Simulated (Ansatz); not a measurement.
The reference is BP in the zinc blende structure (space group F-43m, No. 216).

BP is taken in the cubic space group F-43m (No. 216), the zinc blende structure, Pearson symbol cF8. Lattice parameters: a = 4.548 Å, b = 4.548 Å, c = 4.548 Å, α = 90.00°, β = 90.00°, γ = 90.00°. P on 4c has 4 B at 1.969 Å (tetrahedral). B on 4a sees 4 P at 1.969 Å (tetrahedral). (Neighbours: up to the widest gap in distance over summed covalent radii, below 1.35, at either atom.)
(The calculation used a cell of 2 atoms; values per cell refer to that cell.)

Method: plane-wave PAW DFT at the PBE level (Ansatz, a quantum-chemistry and plane-wave program, 420 eV), without spin-orbit coupling, earlier PAW set.

One change was made to it. Results:

```tsv
quantity	base	after
band gap	1.25 eV	0.44 eV
lattice parameter a	4.548 Å	5.960 Å
```

Q: Which change produced these results?
A. B → In
B. B → Ag
C. B → Hg

A: A, B → In. For comparison, the band gap in the other runs: B → Ag gives zero; B → Hg gives zero.

No phonon test of stability was made. As relaxed here, AgP and HgP are hypothetical phases, not in the database extracts checked. The final runs are not spin-polarised. An odd electron count without spin: HgP.
